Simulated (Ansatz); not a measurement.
System: KCSN (Pbcm, No. 57). Method: LDA in Ansatz (PAW).

Run with plane-wave cutoff 520 eV, 6×6×6 k mesh, Fermi–Dirac smearing 0.01 eV, scalar-relativistic PAW data made under PBE.

Energies at three volumes about the minimum:

```csv
V (Å³/atom),E − E_lowest (meV/atom)
18.291,0.58
18.665,0.00
19.038,0.53
```

Task: Fit a parabola by hand: where is the minimum, and what is the bulk modulus?

Result: Slopes: (0.00 − 0.58)/(18.665 − 18.291) = -1.551 and (0.53 − 0.00)/(19.038 − 18.665) = 1.421 meV/Å³. Curvature E″ = 2 × (1.421 − (-1.551))/(19.038 − 18.291) = 7.957 meV/Å⁶. From the middle of the first interval, the slope vanishes at V0 = 18.4780 − (-1.551)/7.957 = 18.673 Å³/atom. B = V0 E″ = 18.673 × 7.957 meV/Å³ × 0.1602 GPa per meV/Å³ = 23.8 GPa. The full Birch–Murnaghan fit to all volumes gives V0 = 18.666 Å³/atom and B0 = 23.7 GPa.

Shape and atoms are relaxed at each volume.

Measured, for comparison: equilibrium volume per atom 21.38 Å³/atom (temperature not stated, no zero-point or thermal correction, from a published cell, temperature and pressure not stated; as tabulated in D. J. Cookson and M. M. Elcombe and T. R. Finlayson, Journal of Physics: Condensed Matter 4, 7851 (1992)). Computed less measured: equilibrium volume per atom -12.7 %. For the largest miss, another phase or state or a fault of the measured value is possible beside the level's own.

Note: the volume lies 13 % below that of the published cell.

Ansatz is a quantum-chemistry and plane-wave program.
